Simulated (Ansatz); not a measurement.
# Pressure series in SrHfO3

Start from SrHfO₃ (space group I4/mcm, No. 140; a = 5.714 Å, c = 8.271 Å; a cell from a computed database, its experimental status unchecked).

Cell and atoms are relaxed at each pressure.

Method: Ansatz (a first-principles code) PBEsol, no spin-orbit coupling.

```
P (GPa)  V (Å³/atom)
-------  -----------
-2.00         13.679
-1.00         13.590
1.80          13.356
4.20          13.169
8.99          12.831
17.99         12.296
29.99         11.722
44.99         11.151
60.00         10.690
```

Question: Fit a third-order Birch–Murnaghan equation of state.

Answer: Least squares on P(V) = (3B₀/2)[(V₀/V)^(7/3) − (V₀/V)^(5/3)]·[1 + (3/4)(B₀′ − 4)((V₀/V)^(2/3) − 1)] gives V₀ = 13.50 Å³/atom, B₀ = 158 GPa and B₀′ = 4.1.

Between the base and pressure 18 GPa the gap moves from 4.09 eV to 4.15 eV, a mean slope of 3.4 meV/GPa.

With Hf present, leaving out spin-orbit coupling can change the band edges. Load acts through the strain it causes; cell and atoms are relaxed under it. Stability against distortions was not tested. No other phases were tried under pressure.
